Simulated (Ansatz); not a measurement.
Take CdS in the wurtzite structure (space group P6_3mc, No. 186; a = 4.164 Å, c = 6.767 Å) as the base.

All numbers come from r2SCAN (Ansatz, a program for electronic structure), spin-orbit coupling left out.

Before the change:

| Quantity | Value |
|---|---|
| Band gap | 1.63 eV |
| Lattice parameter a | 4.164 Å |
| Valence-band top at Γ | 0.00, 0.00, -0.04 eV |

Perturbation: Zn takes the place of Cd on all its sites; the structure is relaxed again.

Tabulated Pauling electronegativity and covalent radius: Cd 1.69, 1.44 Å; Zn 1.65, 1.22 Å.

Task: Estimate the effect on the band gap, lattice parameter a and valence-band top at Γ.

Result: The band gap rises by 1.15 eV (1.63 eV → 2.78 eV); the lattice parameter a falls by 0.3574 Å (4.164 Å → 3.806 Å); the valence-band top at Γ (three highest levels, from the VBM) changes from 0.00, 0.00, -0.04 eV to 0.00, 0.00, -0.08 eV.

No phonon test of stability was made.
